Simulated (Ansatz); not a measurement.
# Cubic perovskite TlMnCl3

These are PBEsol (Ansatz, a program for electronic structure, plane waves, PAW) values and carry that method's errors.

Numerical settings: plane-wave cutoff 500 eV, 8×8×8 k mesh, Fermi–Dirac smearing 0.05 eV, spin-polarised start, scalar-relativistic PAW data made under PBE.

Cell: relaxed at this level.

| Item | Value |
|---|---|
| volume per atom | 24.23 Å³/atom |
| lattice parameter a | 4.948 Å |
| band gap | 0.67 eV (on the SCF k mesh) |

Note: the magnetic order was assumed, not searched for or taken from measurement; the relaxation could not lower the start's symmetry, so the cell can be a saddle point above a distorted one.

Spin–orbit coupling is not included; with these elements it can move the gap by several tenths of an eV or more.

Static lattice: no zero-point or thermal effects.
